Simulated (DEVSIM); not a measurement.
Structure: abrupt In0.53Ga0.47As p-n junction, at 400 K.

```tsv
layer (left to right)	material	thickness (μm)	Nd (cm⁻³)	Na (cm⁻³)	τn (s)	τp (s)
1	In0.53Ga0.47As	4.00	-	1.2e17	4.4e-10	4.4e-10
2	In0.53Ga0.47As	15.0	2.7e16	-	4.4e-10	1.3e-11
```

Left contact: ohmic. Right contact: ohmic. Voltage is applied to the left contact. Recombination: SRH at mid-gap, radiative, Auger. Mobility is constant in doping.

This is a model device: material constants are rounded textbook-type values typed into the input, and sizes, dopings and lifetimes were drawn at random. Values at 300 K; Nc and Nv go as T^1.5, mobilities as T to minus their exponent, the gap by Varshni's rule with the affinity fixed.

```
parameter         In0.53Ga0.47As
----------------  --------------
gap (eV)                    0.74
affinity (eV)               4.51
permittivity                13.9
Nc (cm⁻³)                 2.1e17
Nv (cm⁻³)                 7.7e18
μn (cm²/Vs)                12000
μp (cm²/Vs)                  300
T exponent of μn             1.6
T exponent of μp             1.6
B (cm³/s)                9.6e-11
Cn (cm⁶/s)                 5e-29
Cp (cm⁶/s)                 5e-29
Varshni α (eV/K)         0.00035
Varshni β (K)                190
```

Model (solved in DEVSIM): 1D drift-diffusion, Boltzmann statistics, complete ionisation; no tunnelling, impact ionisation, image-force lowering or self-heating.

Problem. Tabulate band edges, carrier densities and field at zero bias.

Solution. Energies count from the Fermi level of the right contact; mesh points crowd at the junctions.

| x (μm) | Ec (eV) | Ev (eV) | n (cm⁻³) | p (cm⁻³) | field (V/cm) |
|---|---|---|---|---|---|
| 0.000 | 0.551 | -0.158 | 3.7e10 | 1.2e17 | ≈ 0 |
| 0.03471 | 0.551 | -0.158 | 3.7e10 | 1.2e17 | ≈ 0 |
| 0.1190 | 0.551 | -0.158 | 3.7e10 | 1.2e17 | ≈ 0 |
| 0.3236 | 0.551 | -0.158 | 3.7e10 | 1.2e17 | ≈ 0 |
| 1.096 | 0.551 | -0.158 | 3.7e10 | 1.2e17 | ≈ 0 |
| 2.498 | 0.551 | -0.158 | 3.7e10 | 1.2e17 | ≈ 0 |
| 3.396 | 0.551 | -0.158 | 3.7e10 | 1.2e17 | ≈ 0 |
| 3.829 | 0.551 | -0.158 | 3.7e10 | 1.2e17 | ≈ 0 |
| 3.944 | 0.547 | -0.162 | 4.2e10 | 1.1e17 | -2700 |
| 3.991 | 0.479 | -0.230 | 2.9e11 | 1.5e16 | -36000 |
| 4.019 | 0.360 | -0.349 | 9.5e12 | 4.7e14 | -41000 |
| 4.114 | 0.123 | -0.587 | 9.2e15 | 4.8e11 | -10000 |
| 4.315 | 0.086 | -0.624 | 2.7e16 | 1.6e11 | -24 |
| 4.806 | 0.086 | -0.624 | 2.7e16 | 1.6e11 | ≈ 0 |
| 6.677 | 0.086 | -0.624 | 2.7e16 | 1.6e11 | ≈ 0 |
| 10.59 | 0.086 | -0.624 | 2.7e16 | 1.6e11 | ≈ 0 |
| 15.41 | 0.086 | -0.624 | 2.7e16 | 1.6e11 | ≈ 0 |
| 17.55 | 0.086 | -0.624 | 2.7e16 | 1.6e11 | ≈ 0 |
| 18.57 | 0.086 | -0.624 | 2.7e16 | 1.6e11 | ≈ 0 |
| 18.84 | 0.086 | -0.624 | 2.7e16 | 1.6e11 | ≈ 0 |
| 18.95 | 0.086 | -0.624 | 2.7e16 | 1.6e11 | ≈ 0 |
| 19.00 | 0.086 | -0.624 | 2.7e16 | 1.6e11 | ≈ 0 |
